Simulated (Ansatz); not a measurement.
Seebeck coefficient (μV/K, mean over directions) of n-type BN (P6_3mc) against carrier density, r2SCAN, rigid bands in Ansatz (a program for electronic structure). Computed gap 5.74 eV; densities at which minority carriers matter at this gap, or further valleys turn the trend, are left out. Conductivity mass 0.41 mₑ (harmonic mean over directions), N_c = 1.3e19 cm⁻³ at 300 K.

| electron density | 300 K | 500 K |
|---|---|---|
| 1e16 cm⁻³ | -837 | -903 |
| 1e17 cm⁻³ | -639 | -705 |
| 1e18 cm⁻³ | -441 | -507 |
| 3e18 cm⁻³ | -347 | -413 |
| 1e19 cm⁻³ | -247 | … |
| 3e19 cm⁻³ | -163 | -221 |
| 1e20 cm⁻³ | -88 | -133 |
| 3e20 cm⁻³ | … | -73 |
| 1e21 cm⁻³ | … | -34 |

Task: Some entries are withheld; supply them.

Result: 
- 1e19 cm⁻³, 500 K: -311
- 3e20 cm⁻³, 300 K: -45
- 1e21 cm⁻³, 300 K: -20

Rigid bands with a gap fixed in temperature, one relaxation time for all states, no polarons or phonon drag, and whether or not such doping can be reached. Spin-orbit coupling is left out. Geometry: cell and atoms relaxed with PBEsol.
